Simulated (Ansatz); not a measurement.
Base system: KF in the rock salt structure (space group Fm-3m, No. 225; a = 5.307 Å). Axes: x, y, z lie along the cube axes.

Computed with PBEsol (Ansatz, a first-principles code, PAW, no spin-orbit coupling).

For the base:

The valence-band top at Γ is 0.00, 0.00, 0.00 eV.

Now apply this change: compressive biaxial strain of 0.83 % in the plane normal to [111], as in epitaxy on a mismatched substrate; the out-of-plane cell vector and the atoms relax.

**Question.** How does this affect the valence-band top at Γ?

**Answer.** The valence-band top at Γ (three highest levels, from the VBM) becomes 0.00, 0.00, -0.02 eV (base: 0.00, 0.00, 0.00 eV).

**Question.** What does the calculation give for the out-of-plane strain after the change?

**Answer.** The out-of-plane strain amounts to +0.75 %.

The levels and masses belong to the bands next to the band gap. Stability against distortions was not tested.
